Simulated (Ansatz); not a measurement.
Functionals compared on a constructed model of the (111) surface of fcc Pd, a pseudomorphic layer of Sn in the host's stacking (bottom of the slab: a bare face, its two planes held), in Ansatz (plane waves, PAW). The structure was relaxed with PBE; the other rows are single points on it. Cutoff 420 eV (500 eV for r2SCAN).

Model: 7-atom slab, 13.8 Å thick at the start, 15x15x1 mesh, Fermi-Dirac 0.1 eV, dipole correction, 2 atoms held, the rest relaxed; symmetry of the start imposed; no spin, no spin-orbit, no U. It is one candidate, not shown to be the stable structure of the face. These notes are the PBE run's.

| functional | work function of the top face (eV) | rough cost of the single point |
|---|---|---|
| PBE | 3.76 | – |
| RPBE | (withheld) | very roughly 40 core-seconds |
| r2SCAN | 3.83 | very roughly 70 core-seconds |

**Question.** Complete the blanks.

**Answer.** 
- RPBE, work function of the top face (eV): 3.64

Ansatz is an electronic-structure program.
